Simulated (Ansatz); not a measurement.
Defect migration in rutile TiO2: interstitial Cu, charge state +1. Level of theory: PBE, PAW (plane waves to 420 eV; Ansatz, a program for electronic structure).

72-site cell at the relaxed PBE lattice, one k-point at (0.250, 0.250, 0.250), smearing 0.01 eV, spin-restricted, no finite-size correction. Energies are static. The charge state is imposed; whether it is stable for some Fermi level was not computed. Sites that were not tried may lie lower.

Barriers: single points on a 2×2×2 k-point mesh shifted by half a step at the bands' geometries.

Relaxed starting cell (atoms counted from 1):

```
CELL_PARAMETERS angstrom
      9.28699     0.00000     0.00000
      0.00000     9.28699     0.00000
      0.00000     0.00000     8.89145
ATOMIC_POSITIONS crystal
  Ti 0.99038 0.00179 0.00472
  Ti 0.00958 0.00730 0.32963
  Ti 0.99828 0.99335 0.66265
  Ti 0.99873 0.49389 0.99630
  Ti 0.00655 0.49275 0.33311
  Ti 0.97618 0.50546 0.66147
  Ti 0.51166 0.99769 0.00399
  Ti 0.49013 0.99266 0.32892
  Ti 0.50179 0.00599 0.66148
  Ti 0.50153 0.50508 0.99718
  Ti 0.49382 0.50736 0.33438
  Ti 0.52440 0.49428 0.66216
  Ti 0.25907 0.25521 0.16336
  Ti 0.25000 0.25188 0.50082
  Ti 0.24857 0.22541 0.83624
  Ti 0.24187 0.74414 0.16375
  Ti 0.24938 0.74897 0.50162
  Ti 0.25334 0.77400 0.83741
  Ti 0.74087 0.25932 0.16876
  Ti 0.75181 0.24051 0.49335
  Ti 0.75518 0.24530 0.83359
  Ti 0.76029 0.74092 0.16843
  Ti 0.74844 0.75920 0.49313
  Ti 0.74568 0.75386 0.83380
  O  0.15473 0.14859 0.00458
  O  0.15417 0.15223 0.33376
  O  0.15266 0.15146 0.66518
  O  0.15285 0.65566 0.99897
  O  0.15332 0.65059 0.33407
  O  0.14508 0.66010 0.66329
  O  0.65322 0.15189 0.99930
  O  0.65315 0.15305 0.33340
  O  0.65209 0.15195 0.66727
  O  0.65486 0.65240 0.00089
  O  0.65225 0.65524 0.33250
  O  0.65851 0.65087 0.66667
  O  0.09892 0.40185 0.16630
  O  0.09538 0.40250 0.50201
  O  0.08985 0.39341 0.83763
  O  0.09585 0.90180 0.16818
  O  0.09798 0.90328 0.50002
  O  0.09904 0.90765 0.83370
  O  0.59787 0.40348 0.16792
  O  0.60224 0.40397 0.49520
  O  0.59841 0.40204 0.83542
  O  0.59759 0.90312 0.16741
  O  0.59808 0.90250 0.50183
  O  0.59890 0.90092 0.83384
  O  0.40506 0.09841 0.16784
  O  0.40325 0.09706 0.50012
  O  0.40232 0.09243 0.83405
  O  0.40202 0.59827 0.16648
  O  0.40568 0.59760 0.50202
  O  0.41156 0.60739 0.83741
  O  0.90358 0.09728 0.16707
  O  0.90287 0.09755 0.50175
  O  0.90246 0.09933 0.83385
  O  0.90348 0.59697 0.16836
  O  0.89907 0.59656 0.49517
  O  0.90245 0.59804 0.83510
  O  0.34849 0.34501 0.99910
  O  0.34758 0.34947 0.33407
  O  0.35647 0.33936 0.66351
  O  0.34663 0.85166 0.00488
  O  0.34706 0.84780 0.33386
  O  0.34822 0.84906 0.66525
  O  0.84566 0.34859 0.00068
  O  0.84936 0.34458 0.33247
  O  0.84273 0.34924 0.66672
  O  0.84852 0.84784 0.99945
  O  0.84741 0.84785 0.33356
  O  0.84907 0.84829 0.66740
  Cu 0.25104 0.49971 0.75325
```
Cell charge +1.

End state 1 differs by these moves (Å; atoms that move under 0.08 Å are left out):

```tsv
atom	element	Δx	Δy	Δz
1	Ti	0.16	0.07	-0.02
2	Ti	-0.17	-0.07	-0.03
4	Ti	0.08	-0.03	0.00
7	Ti	-0.16	-0.06	-0.02
8	Ti	0.18	0.08	-0.02
10	Ti	-0.08	0.03	0.00
14	Ti	-0.03	-0.22	-0.05
15	Ti	0.06	0.20	-0.05
17	Ti	0.04	0.22	-0.06
18	Ti	-0.07	-0.20	-0.06
24	Ti	0.05	0.06	0.04
38	O	-0.04	-0.07	-0.05
39	O	0.05	0.08	-0.06
53	O	0.04	0.07	-0.05
54	O	-0.05	-0.09	-0.06
73	Cu	-0.01	0.01	-1.45
```

Task: What is the computed forward and backward barriers to end state 1 (PBE, PAW)?

Result: forward 0.063 eV, backward 0.063 eV; at the saddle point atom 73 has neighbours 2 O at 1.87, 2 O at 2.21, 2 O at 2.30 Å. The saddle point's order was not checked, and it lies on a symmetry element of the cell, where a band can be held.

End state 2 differs by these moves (Å; atoms that move under 0.08 Å are left out):

```tsv
atom	element	Δx	Δy	Δz
1	Ti	0.08	-0.07	0.01
3	Ti	-0.08	0.08	0.01
4	Ti	-0.20	0.11	0.08
6	Ti	0.22	-0.10	0.08
7	Ti	-0.08	0.08	0.01
9	Ti	0.08	-0.07	0.01
10	Ti	0.22	-0.10	0.08
12	Ti	-0.20	0.11	0.08
13	Ti	-0.07	-0.04	0.02
14	Ti	0.09	0.04	0.02
16	Ti	0.09	0.04	0.02
17	Ti	-0.07	-0.04	0.02
19	Ti	0.11	-0.17	0.05
20	Ti	-0.10	0.17	0.05
22	Ti	-0.10	0.17	0.05
23	Ti	0.11	-0.17	0.05
28	O	-0.08	0.05	0.04
30	O	0.07	-0.05	0.04
61	O	0.07	-0.05	0.04
63	O	-0.08	0.05	0.04
73	Cu	-0.01	0.01	1.43
```

Task: What forward and backward barriers to end state 2 does PBE, PAW give?

Result: forward 0.063 eV, backward 0.063 eV; at the saddle point atom 73 has neighbours 2 O at 1.87, 2 O at 2.24, O at 2.27, O at 2.28 Å. The saddle point's order was not checked, and it lies on a symmetry element of the cell, where a band can be held.
